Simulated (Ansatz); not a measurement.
**Band gap of Ta₂Pt₃Se₈ (Pbam, No. 55, 26 atoms in the cell; start mp-4425) at several levels of theory**

No measured value is used here.

```
level (code)     value (eV)
---------------  ----------
LDA (Ansatz)           0.51
PBEsol (Ansatz)        0.52
r²SCAN (Ansatz)           …
HSE06 (Ansatz)         1.08
```

**Question.** Fill in the missing entries.

**Answer.** 
- r²SCAN (Ansatz, a program for electronic structure), value (eV): 0.76

Computed values are for a static lattice. Spin–orbit coupling is included only where a level's name says +SOC; with heavier elements it mostly lowers gaps and can invert bands.  Values are at the PBEsol cell. Cutoffs and k meshes differ between the levels. Ansatz's density-functional and Hartree–Fock values are scalar-relativistic unless marked +SOC, with PAW data made under PBE.

A start named mp-… is a Materials Project structure, which need not be a measured phase.
